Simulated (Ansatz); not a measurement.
Start from SnSe2 in the CdI2 type structure (space group P-3m1, No. 164; layered, stacked along the Cartesian z axis).

```
CELL_PARAMETERS angstrom
      3.79364     0.00000     0.00000
     -1.89682     3.28539     0.00000
      0.00000     0.00000     5.74382
ATOMIC_POSITIONS crystal
  Sn 0.00000 0.00000 0.00000
  Se 0.33333 0.66667 0.27602
  Se 0.66667 0.33333 0.72398
```

Method: Ansatz (a program for electronic structure) PBEsol-D3(BJ), no spin-orbit coupling.

Strains are applied to the cell and any free atomic positions relax.

One change was made to it. Results:

The largest internal atomic displacement amounts to 0.024 Å; the pressure (mean of the normal stresses, compression positive) goes from zero to 1.6 GPa; the energy goes up by 3.5 meV/atom.

Task: Which change produced these results?
A) isotropic strain +1.00 %
B) isotropic strain −1.00 %
C) isotropic strain +2.00 %
D) isotropic strain −2.00 %

Result: B, isotropic strain −1.00 %. For comparison, the pressure in the other runs: isotropic strain +1.00 % gives -1.4 GPa; isotropic strain −2.00 % gives 3.5 GPa; isotropic strain +2.00 % gives -2.6 GPa.

A case with no gap was solved on a k-mesh chosen for an insulator, which is coarse for it. Stability against distortions was not tested. The final runs are not spin-polarised. Gaps under 0.05 eV, about the width of the smearing, are given as zero.
